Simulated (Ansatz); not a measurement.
Electronic density of states of amorphous Si36O75H6, density 2.24 g/cm³, on a 2×2×2 Γ-centred mesh with a Gaussian width of 0.1 eV; energies count from the Fermi level, whose place inside the gap is arbitrary. Cell and mesh are small, so fine structure isn't converged. These are PBE, scalar-relativistic without spin-orbit coupling (plane waves to 420 eV, PAW; Ansatz, a quantum-chemistry and plane-wave program) values and carry that method's errors. Sampling: a 2×2×2 Γ-centred mesh; Fermi-Dirac width 0.02 eV; no spin polarisation. At PBE the levels at the filled edge of the gap are localised (band-tail or defect states).

A CHGNet melt-quench gave the starting glass, which DFT then relaxed. O atoms were pushed apart under 1.9 Å during the dynamics, to hinder bonds among them. The hot cell started wider than the set density and was brought back towards it in steps. It is the lowest in DFT energy of 4 quenches. It is a model cell: composition and starting density were chosen by hand, and all elements were melted together. No dispersion term was used. Its density started from a set value of 2.24 and ended at 2.24 g/cm³. The quench (nominally 180 K/ps over its main leg) was far faster than any real one, so the model tends to hold more defects than a real film. A cell of this size samples the disorder only roughly. The volume was held where the preparation left it and the shape relaxed, at a PBE pressure of 2.3 GPa. Stress components on the final sampling reach 2.3 GPa.

(E - EF (eV), states/(eV atom)): (-12.00, 0.00); (-11.90, 0.04); (-11.80, 0.10); (-11.70, 0.13); (-11.60, 0.17); (-11.50, 0.16); (-11.40, 0.15); (-11.30, 0.19); (-11.20, 0.19); (-11.10, 0.16); (-11.00, 0.14); (-10.90, 0.15); (-10.80, 0.17); (-10.70, 0.20); (-10.60, 0.21); (-10.50, 0.17); (-10.40, 0.15); (-10.30, 0.18); (-10.20, 0.22); (-10.10, 0.21); (-10.00, 0.21); (-9.90, 0.21); (-9.80, 0.20); (-9.70, 0.22); (-9.60, 0.21); (-9.50, 0.18); (-9.40, 0.15); (-9.30, 0.16); (-9.20, 0.19); (-9.10, 0.20); (-9.00, 0.18); (-8.90, 0.17); (-8.80, 0.23); (-8.70, 0.25); (-8.60, 0.28); (-8.50, 0.34); (-8.40, 0.47); (-8.30, 0.52); (-8.20, 0.56); (-8.10, 0.60); (-8.00, 0.59); (-7.90, 0.63); (-7.80, 0.67); (-7.70, 0.63); (-7.60, 0.53); (-7.50, 0.42); (-7.40, 0.24); (-7.30, 0.11); (-7.20, 0.03); (-7.10, 0.04); (-7.00, 0.09); (-6.90, 0.07); (-6.80, 0.15); (-6.70, 0.23); (-6.60, 0.22); (-6.50, 0.16); (-6.40, 0.13); (-6.30, 0.28); (-6.20, 0.37); (-6.10, 0.40); (-6.00, 0.50); (-5.90, 0.51); (-5.80, 0.53); (-5.70, 0.55); (-5.60, 0.59); (-5.50, 0.64); (-5.40, 0.65); (-5.30, 0.62); (-5.20, 0.66); (-5.10, 0.74); (-5.00, 0.74); (-4.90, 0.72); (-4.80, 0.73); (-4.70, 0.78); (-4.60, 0.84); (-4.50, 0.89); (-4.40, 0.92); (-4.30, 0.94); (-4.20, 0.90); (-4.10, 0.87); (-4.00, 0.79); (-3.90, 0.77); (-3.80, 0.78); (-3.70, 0.79); (-3.60, 0.81); (-3.50, 0.78); (-3.40, 0.79); (-3.30, 0.82); (-3.20, 0.86); (-3.10, 0.89); (-3.00, 0.66); (-2.90, 0.35); (-2.80, 0.25); (-2.70, 0.14); (-2.60, 0.03); (-2.50, 0.00); (-2.40, 0.00); (-2.30, 0.00); (-2.20, 0.00); (-2.10, 0.00); (-2.00, 0.00); (-1.90, 0.00); (-1.80, 0.00); (-1.70, 0.00); (-1.60, 0.00); (-1.50, 0.00); (-1.40, 0.00); (-1.30, 0.00); (-1.20, 0.00); (-1.10, 0.00); (-1.00, 0.00); (-0.90, 0.00); (-0.80, 0.00); (-0.70, 0.00); (-0.60, 0.00); (-0.50, 0.00); (-0.40, 0.00); (-0.30, 0.00); (-0.20, 0.00); (-0.10, 0.00); (0.00, 0.00); (0.10, 0.00); (0.20, 0.00); (0.30, 0.00); (0.40, 0.00); (0.50, 0.00); (0.60, 0.00); (0.70, 0.00); (0.80, 0.00); (0.90, 0.00); (1.00, 0.00); (1.10, 0.00); (1.20, 0.00); (1.30, 0.00); (1.40, 0.00); (1.50, 0.00); (1.60, 0.00); (1.70, 0.00); (1.80, 0.00); (1.90, 0.00); (2.00, 0.00); (2.10, 0.00); (2.20, 0.00); (2.30, 0.00); (2.40, 0.00); (2.50, 0.00); (2.60, 0.01); (2.70, 0.01); (2.80, 0.00); (2.90, 0.00); (3.00, 0.02); (3.10, 0.06); (3.20, 0.04); (3.30, 0.03); (3.40, 0.05); (3.50, 0.08); (3.60, 0.08); (3.70, 0.05); (3.80, 0.04); (3.90, 0.06); (4.00, 0.06); (4.10, 0.06); (4.20, 0.06); (4.30, 0.09); (4.40, 0.13); (4.50, 0.14); (4.60, 0.14); (4.70, 0.16); (4.80, 0.16); (4.90, 0.12); (5.00, 0.13); (5.10, 0.16); (5.20, 0.20); (5.30, 0.23); (5.40, 0.25); (5.50, 0.28); (5.60, 0.29); (5.70, 0.33); (5.80, 0.37); (5.90, 0.40); (6.00, 0.44); (6.10, 0.48); (6.20, 0.54); (6.30, 0.56); (6.40, 0.53)

The level gap on this mesh is 5.37 eV; the broadening fills part of it in the curve.
